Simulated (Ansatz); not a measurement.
We consider InP (model structure, P3m1, No. 156, 20 atoms in the cell), described by LDA (PAW; Ansatz, a first-principles code).

Input file:

Ansatz 0.2 input:
```yaml
crystal:
  lattice:
    - [4.1162522822, 0.0, 0.0]
    - [-2.0581261411, 3.5647790448, 0.0]
    - [0.0, 0.0, 33.6923704789]
  atoms:
    - { symbol: In, position: [0.0, 0.0, 0.0003118199] }
    - { symbol: P, position: [0.0, 0.0, 0.0751661855] }
    - { symbol: In, position: [0.3333333333, 0.6666666667, 0.1001746206] }
    - { symbol: P, position: [0.3333333333, 0.6666666667, 0.1750582583] }
    - { symbol: In, position: [0.6666666667, 0.3333333333, 0.2000759286] }
    - { symbol: P, position: [0.6666666667, 0.3333333333, 0.2749606163] }
    - { symbol: In, position: [0.0, 0.0, 0.29997711] }
    - { symbol: P, position: [0.0, 0.0, 0.3748622977] }
    - { symbol: In, position: [0.3333333333, 0.6666666667, 0.3998791491] }
    - { symbol: P, position: [0.3333333333, 0.6666666667, 0.4747626281] }
    - { symbol: In, position: [0.6666666667, 0.3333333333, 0.4997704265] }
    - { symbol: P, position: [0.6666666667, 0.3333333333, 0.5746241728] }
    - { symbol: In, position: [0.0, 0.0, 0.5997621511] }
    - { symbol: P, position: [0.0, 0.0, 0.6748451699] }
    - { symbol: In, position: [0.6666666667, 0.3333333333, 0.6999498462] }
    - { symbol: P, position: [0.6666666667, 0.3333333333, 0.7749930071] }
    - { symbol: In, position: [0.0, 0.0, 0.8000971258] }
    - { symbol: P, position: [0.0, 0.0, 0.8751426031] }
    - { symbol: In, position: [0.6666666667, 0.3333333333, 0.9002534872] }
    - { symbol: P, position: [0.6666666667, 0.3333333333, 0.9753333961] }
basis:
  ecutwfc: 520
  ecutrho_ratio: 4
  xc_grid: 2
kpoints:
  mp_grid: { grid: [12, 12, 1] }
  band_path:
    path:
      - [0.0, 0.0, 0.0]
      - [0.0625, 0.0, 0.0]
      - [0.125, 0.0, 0.0]
      - [0.1875, 0.0, 0.0]
      - [0.25, 0.0, 0.0]
      - [0.3125, 0.0, 0.0]
      - [0.375, 0.0, 0.0]
      - [0.4375, 0.0, 0.0]
      - [0.5, 0.0, 0.0]
      - [0.458333, 0.083333, 0.0]
      - [0.416667, 0.166667, 0.0]
      - [0.375, 0.25, 0.0]
      - [0.333333, 0.333333, 0.0]
      - [0.3, 0.3, 0.0]
      - [0.266667, 0.266667, 0.0]
      - [0.233333, 0.233333, 0.0]
      - [0.2, 0.2, 0.0]
      - [0.166667, 0.166667, 0.0]
      - [0.133333, 0.133333, 0.0]
      - [0.1, 0.1, 0.0]
      - [0.066667, 0.066667, 0.0]
      - [0.033333, 0.033333, 0.0]
      - [0.0, 0.0, 0.5]
      - [0.0625, 0.0, 0.5]
      - [0.125, 0.0, 0.5]
      - [0.1875, 0.0, 0.5]
      - [0.25, 0.0, 0.5]
      - [0.3125, 0.0, 0.5]
      - [0.375, 0.0, 0.5]
      - [0.4375, 0.0, 0.5]
      - [0.5, 0.0, 0.5]
      - [0.458333, 0.083333, 0.5]
      - [0.416667, 0.166667, 0.5]
      - [0.375, 0.25, 0.5]
      - [0.333333, 0.333333, 0.5]
      - [0.3, 0.3, 0.5]
      - [0.266667, 0.266667, 0.5]
      - [0.233333, 0.233333, 0.5]
      - [0.2, 0.2, 0.5]
      - [0.166667, 0.166667, 0.5]
      - [0.133333, 0.133333, 0.5]
      - [0.1, 0.1, 0.5]
      - [0.066667, 0.066667, 0.5]
      - [0.033333, 0.033333, 0.5]
    npoints: 1
hamiltonian:
  xc: lda
  dispersion: none
  pseudopotentials: { kind: paw }
scf:
  occupations: { method: fermi_dirac, width: 0.01 }
  convergence: { dr2_threshold: 0.000000002 }
output:
  forces: true
  stress: true
  eigenvalues: true
  write_bands: true
```

Excerpt of the program's output:

```
Crystal: 20 atoms, lattice volume = 494.386 Å³
Basis set: ecut = 520 eV, 13367 PW (Γ), exchange–correlation on 64×64×512 points (8 copies of the dense FFT grid, shifted against one another)
Bands: 110, of which v1, the nominal top of the filled ones, is band 90 counted from 1 (89 counted from 0)
Symmetry: 6 space group operations
Space group: P3m1 (ITA 156), of the structure as read, at distance tolerance 7.9e-5 Å
k-points: 19 of 144 (time reversal used)
Functional: x = slater, c = lda
SCF iter   1: F=—  HF=-61835.616440 eV  |F-HF|=—  |Δ(HF+E_count)|=         —  Δρ=8.37e-3  dr2=3.55e-1
SCF iter   2: F=—  HF=-61835.522946 eV  |F-HF|=—  |Δ(HF+E_count)|=   9.35e-2  Δρ=3.70e-3  dr2=6.91e-2
  ...
SCF iter   9: F=—  HF=-61835.503741 eV  |F-HF|=—  |Δ(HF+E_count)|=   1.66e-8  Δρ=1.24e-6  dr2=3.66e-8
SCF iter  10: F=-61835.503741 eV  HF=-61835.503741 eV  |F-HF|=1.38e-10  |Δ(HF+E_count)|=   1.44e-9  Δρ=4.95e-7  dr2=1.89e-9
SCF 1 converged in 10 iterations: F = -61835.503741 eV  dr2 = 1.89e-9
SCF converged after 10 iterations
Free energy (F): -61835.503741 eV
Internal energy: -61835.503741 eV  (E = F + TS)
E sigma→0 (E₀):  -61835.503741 eV
Fermi energy:    7.295786 eV
--- Stress (GPa, compression-positive) ---
        0.002196      -0.000000       0.000000
       -0.000000       0.002196       0.000000
        0.000000       0.000000      -0.004822
  P = ⅓ Tr σ = -0.0001 GPa (-0.001 kbar)
```

The PAW data were made under PBE.

Note: the relaxation could raise the start's symmetry but not lower it, so the cell can be a saddle point.

A model structure was made by putting elements into a prototype or built by hand; it is no filed structure, need not be a known phase, and can be a saddle point held by its symmetry.
